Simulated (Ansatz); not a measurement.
Consider SiC in the zinc blende structure (space group F-43m, No. 216; a = 4.356 Å). Axes: x, y, z lie along the cube axes.

Method: r2SCAN (Ansatz, a first-principles code), scalar-relativistic without spin-orbit coupling.

Now apply this change: uniaxial strain ε_zz = +2.00 %, all other strain components held at zero; the atoms relax in the strained cell.

Problem. Predict the stress tensor and what it implies for the stiffness.

Solution. Stress of the strained cell less that of the base (GPa, compression positive):
```
  -2.45    0.00    0.00
   0.00   -2.45    0.00
   0.00    0.00   -8.17
```

Then −Δσ_ii/ε with ε = 0.0200 gives secant stiffness values (nonlinear terms included at this strain): C33 ≈ 409 GPa, C13 ≈ 122 GPa and C23 ≈ 122 GPa.

As a check, the harmonic strain energy −½ V₀ Δσ:ε is 5.3 meV/atom; the computed energy rise is 5.3 meV/atom.

No phonon test of stability was made.
